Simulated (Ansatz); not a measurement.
LaPO4 (P6₂22, No. 180; cell taken from a computed entry) was calculated with LDA (Ansatz, a program for electronic structure, PAW).

Numerical settings: plane-wave cutoff 500 eV, 6×6×6 k mesh, gaussian smearing 0.02 eV, scalar-relativistic PAW data made under PBE.

Cell (relaxed at this level):

```cif
data_La3O12P3
_chemical_formula_sum 'La3 P3 O12'
_space_group_name_H-M_alt 'P6222'
_space_group_IT_number 180
_space_group_name_Hall 'P 62 2 (0 0 4)'
_cell_length_a 7.14585
_cell_length_b 7.14585
_cell_length_c 6.36444
_cell_angle_alpha 90.000
_cell_angle_beta 90.000
_cell_angle_gamma 120.000
loop_
_atom_site_label
_atom_site_type_symbol
_atom_site_symmetry_multiplicity
_atom_site_Wyckoff_symbol
_atom_site_fract_x
_atom_site_fract_y
_atom_site_fract_z
_atom_site_occupancy
La1 La 3 c 0.50000 0.00000 0.00000 1
P1 P 3 d 0.50000 0.00000 0.50000 1
O1 O 12 k 0.13732 0.68993 0.01870 1
```

Q: Estimate the band gap that the calculation returns.

A: 
* **band gap**: 5.14 eV (on the SCF k mesh)

Note: the relaxation could not lower the start's symmetry, so the cell can be a saddle point above a distorted one.

Spin–orbit coupling is not included.

Static lattice: no zero-point or thermal effects.

It cost about 14 core-minutes (a rough figure) of CPU time.
